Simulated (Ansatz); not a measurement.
BP (P6₃mc, No. 186, 4 atoms in the cell; start mp-1008559; a measured phase of this formula has another space group), treated with PBEsol in Ansatz (plane waves, PAW).

Input file:

Ansatz 0.2 input:
```yaml
crystal:
  lattice:
    - [3.1792698956, 0.0, 0.0]
    - [-1.5896349478, 2.7533284951, 0.0]
    - [0.0, 0.0, 5.2743319231]
  atoms:
    - { symbol: B, position: [0.6666666667, 0.3333333333, 0.5004524952] }
    - { symbol: B, position: [0.3333333333, 0.6666666667, 0.0004524952] }
    - { symbol: P, position: [0.6666666667, 0.3333333333, 0.8745475048] }
    - { symbol: P, position: [0.3333333333, 0.6666666667, 0.3745475048] }
basis:
  ecutwfc: 520
  ecutrho_ratio: 4
  xc_grid: 2
kpoints:
  mp_grid: { grid: [12, 12, 6] }
  band_path:
    path:
      - [0.0, 0.0, 0.0]
      - [0.045455, 0.0, 0.0]
      - [0.090909, 0.0, 0.0]
      - [0.136364, 0.0, 0.0]
      - [0.181818, 0.0, 0.0]
      - [0.227273, 0.0, 0.0]
      - [0.272727, 0.0, 0.0]
      - [0.318182, 0.0, 0.0]
      - [0.363636, 0.0, 0.0]
      - [0.409091, 0.0, 0.0]
      - [0.454545, 0.0, 0.0]
      - [0.5, 0.0, 0.0]
      - [0.472222, 0.055556, 0.0]
      - [0.444444, 0.111111, 0.0]
      - [0.416667, 0.166667, 0.0]
      - [0.388889, 0.222222, 0.0]
      - [0.361111, 0.277778, 0.0]
      - [0.333333, 0.333333, 0.0]
      - [0.307692, 0.307692, 0.0]
      - [0.282051, 0.282051, 0.0]
      - [0.25641, 0.25641, 0.0]
      - [0.230769, 0.230769, 0.0]
      - [0.205128, 0.205128, 0.0]
      - [0.179487, 0.179487, 0.0]
      - [0.153846, 0.153846, 0.0]
      - [0.128205, 0.128205, 0.0]
      - [0.102564, 0.102564, 0.0]
      - [0.076923, 0.076923, 0.0]
      - [0.051282, 0.051282, 0.0]
      - [0.025641, 0.025641, 0.0]
      - [0.0, 0.0, 0.1]
      - [0.0, 0.0, 0.2]
      - [0.0, 0.0, 0.3]
      - [0.0, 0.0, 0.4]
      - [0.0, 0.0, 0.5]
      - [0.045455, 0.0, 0.5]
      - [0.090909, 0.0, 0.5]
      - [0.136364, 0.0, 0.5]
      - [0.181818, 0.0, 0.5]
      - [0.227273, 0.0, 0.5]
      - [0.272727, 0.0, 0.5]
      - [0.318182, 0.0, 0.5]
      - [0.363636, 0.0, 0.5]
      - [0.409091, 0.0, 0.5]
      - [0.454545, 0.0, 0.5]
      - [0.5, 0.0, 0.5]
      - [0.472222, 0.055556, 0.5]
      - [0.444444, 0.111111, 0.5]
      - [0.416667, 0.166667, 0.5]
      - [0.388889, 0.222222, 0.5]
      - [0.361111, 0.277778, 0.5]
      - [0.333333, 0.333333, 0.5]
      - [0.307692, 0.307692, 0.5]
      - [0.282051, 0.282051, 0.5]
      - [0.25641, 0.25641, 0.5]
      - [0.230769, 0.230769, 0.5]
      - [0.205128, 0.205128, 0.5]
      - [0.179487, 0.179487, 0.5]
      - [0.153846, 0.153846, 0.5]
      - [0.128205, 0.128205, 0.5]
      - [0.102564, 0.102564, 0.5]
      - [0.076923, 0.076923, 0.5]
      - [0.051282, 0.051282, 0.5]
      - [0.025641, 0.025641, 0.5]
      - [0.5, 0.0, 0.4]
      - [0.5, 0.0, 0.3]
      - [0.5, 0.0, 0.2]
      - [0.5, 0.0, 0.1]
      - [0.333333, 0.333333, 0.4]
      - [0.333333, 0.333333, 0.3]
      - [0.333333, 0.333333, 0.2]
      - [0.333333, 0.333333, 0.1]
    npoints: 1
hamiltonian:
  xc: pbesol
  dispersion: none
  pseudopotentials: { azcp: { folder: ./paw }, kind: paw }
scf:
  occupations: { method: fermi_dirac, width: 0.01 }
  convergence: { dr2_threshold: 0.0000000004 }
output:
  forces: true
  stress: true
  eigenvalues: true
  write_bands: true
```

From the output:

```
Crystal: 4 atoms, lattice volume = 46.169 Å³
Basis set: ecut = 520 eV, 1249 PW (Γ), exchange–correlation on 48×48×80 points (8 copies of the dense FFT grid, shifted against one another)
Bands: 12, of which v1, the nominal top of the filled ones, is band 8 counted from 1 (7 counted from 0)
Symmetry: 12 space group operations
Space group: P63mc (ITA 186), of the structure as read, at distance tolerance 3.6e-5 Å
k-points: 76 of 864 (time reversal used)
Initial density: superposition of atomic densities (chi_scale 0.1, normalization cell, long waves kept (reshape's long-wave potential 0.00 eV rms))
Functional: x = pbesol(κ = 0.804, μ = 0.12345679012345678), c = pbesol(β = 0.046)
SCF iter   1: F=—  HF=-1788.595875 eV  |F-HF|=—  |Δ(HF+E_count)|=         —  Δρ=9.10e-2  dr2=4.23e0
SCF iter   2: F=—  HF=-1787.234743 eV  |F-HF|=—  |Δ(HF+E_count)|=    1.36e0  Δρ=2.89e-2  dr2=2.81e-1
  ...
SCF iter   7: F=—  HF=-1787.143900 eV  |F-HF|=—  |Δ(HF+E_count)|=   8.04e-9  Δρ=1.24e-6  dr2=8.98e-10
SCF iter   8: F=-1787.143900 eV  HF=-1787.143900 eV  |F-HF|=1.14e-12  |Δ(HF+E_count)|=  3.06e-10  Δρ=1.97e-7  dr2=1.93e-11
SCF 1 converged in 8 iterations: F = -1787.143900 eV  dr2 = 1.93e-11
SCF converged after 8 iterations
Free energy (F): -1787.143900 eV
Internal energy: -1787.143900 eV  (E = F + TS)
E sigma→0 (E₀):  -1787.143900 eV
Fermi energy:    10.095362 eV
--- Stress (GPa, compression-positive) ---
        0.001529      -0.000000       0.000000
       -0.000000       0.001529      -0.000000
        0.000000      -0.000000       0.000907
  P = ⅓ Tr σ = 0.0013 GPa (0.013 kbar)
```

The PAW data were made under PBE.

The result took very roughly 5 core-seconds.

A start named mp-… is a Materials Project structure, which need not be a measured phase.

Ansatz is a quantum-chemistry and plane-wave program.
